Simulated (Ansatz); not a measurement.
The starting structures come from a database of crystals and need not be the phases stable at ambient conditions.

Given:

```yaml
crystal:
  lattice:
    - [5.62776, 0.00000, 0.00000]
    - [0.00000, 7.02714, -0.00583]
    - [0.00000, -1.19886, 3.93162]
  atoms:
    - { symbol: Ba, position: [0.25000, 0.73007, 0.36503] }
    - { symbol: Ba, position: [0.75000, 0.26993, 0.63497] }
    - { symbol: Mg, position: [0.25000, 0.19707, 0.09853] }
    - { symbol: Mg, position: [0.75000, 0.80293, 0.90147] }
    - { symbol: H, position: [0.00442, 0.38352, 0.19176] }
    - { symbol: H, position: [0.99558, 0.61648, 0.80824] }
    - { symbol: H, position: [0.50442, 0.61648, 0.80824] }
    - { symbol: H, position: [0.49558, 0.38352, 0.19176] }
    - { symbol: H, position: [0.25000, 0.16861, 0.58431] }
    - { symbol: H, position: [0.75000, 0.83139, 0.41569] }
    - { symbol: H, position: [0.00000, 0.00000, 0.00000] }
    - { symbol: H, position: [0.50000, 0.00000, 0.00000] }
```

Space group of this cell: Cmcm. The cell was relaxed by PBE-D3(BJ); by r2SCAN its mean pressure is 1.4 GPa.

Transport runs along the normal of the first two printed cell vectors.

No gap correction and no spin-orbit coupling; mid-gap values are interpolated between computed energies.

Question: State the band gap and the smallest decay constant κ at mid-gap according to r2SCAN (Ansatz, a quantum-chemistry and plane-wave program).

Answer: Gap 2.73 eV on a 6×8×8 mesh; κ = 0.282 1/Å, at (0.333, 0.000) of the in-plane reciprocal vectors. At the zone centre, at the nearest computed energy, the slowest state has κ = 0.35 1/Å.
